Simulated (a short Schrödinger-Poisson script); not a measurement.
**Gated In0.52Al0.48As/In0.53Ga0.47As modulation-doped gas in a quantum well**

System: gated In0.52Al0.48As/In0.53Ga0.47As modulation-doped gas in a quantum well, at 20 K.

| layer | material | thickness (nm) | Nd (cm⁻³) | Na (cm⁻³) |
|---|---|---|---|---|
| 1 | In0.52Al0.48As | 10 | - | - |
| 2 | In0.52Al0.48As | 20 | 1e18 | - |
| 3 | In0.52Al0.48As | 10 | - | - |
| 4 | In0.53Ga0.47As | 16 | - | - |
| 5 | In0.52Al0.48As | 4000 | - | 4e14 |

Constants are typed, rounded textbook-type inputs, not results; the design itself was drawn at random and stands for no fabricated device. In0.52Al0.48As: permittivity 12.5, conduction-band edge (eV) 0.52, gap (eV) 1.45, electron mass (mₑ) 0.075, Nv at 300 K (cm⁻³) 1.1e19. In0.53Ga0.47As: permittivity 13.9, conduction-band edge (eV) 0, gap (eV) 0.74, Nv at 300 K (cm⁻³) 7.7e18.

Channel valleys (confinement mass, in-plane density-of-states mass, number): Γ 0.041, 0.041, 1. At the gate the conduction-band edge of layer 1 lies 0.65 eV − eVg above the Fermi level of the channel; the field vanishes at the back. Donor level 0.006 eV below the band edge. The barrier under the gate holds no holes. Gaps are held at their typed values at every temperature. Mesh 0.08 nm at interfaces.

Solved with a short Schrödinger-Poisson script written for these runs: 1D Poisson equation in equilibrium, electrons quantum, Hartree plus LDA exchange-correlation (BenDaniel-Duke, 40 states a valley, the channel's in-plane mass for all, wave functions free to enter the barrier), parabolic valleys, classical holes, donors ionised by Fermi statistics, acceptors fully, no traps, pinning or gate leakage.

```csv
Vg (V),electrons (cm⁻²),in the channel layer,C (μF/cm²),Γ E0 (meV),Γ E1 (meV)
0.4,1.14e12,1.12e12,0.237,-66.3,8.4
0.35,1.06e12,1.05e12,0.236,-62.0,12.3
0.3,9.88e11,9.74e11,0.236,-57.7,16.3
0.25,9.15e11,9.03e11,0.236,-53.4,20.3
0.2,8.41e11,8.31e11,0.235,-49.1,24.3
0.15,7.68e11,7.59e11,0.235,-44.8,28.4
0.1,6.95e11,6.87e11,0.234,-40.6,32.4
0.05,6.22e11,6.15e11,0.234,-36.3,36.5
0,5.49e11,5.44e11,0.233,-32.1,40.5
-0.05,4.77e11,4.72e11,0.233,-27.8,44.7
-0.1,4.04e11,4.00e11,0.232,-23.6,48.8
-0.15,3.32e11,3.29e11,0.232,-19.4,53.0
-0.2,2.60e11,2.57e11,0.231,-15.2,57.2
-0.25,1.88e11,1.86e11,0.231,-10.9,61.4
-0.3,1.15e11,1.14e11,0.231,-6.7,65.8
-0.35,4.34e10,4.30e10,0.230,-2.1,70.5
```

Gate voltages with under 1e6 electrons/cm² are left out.

Subbands count from the Fermi level.
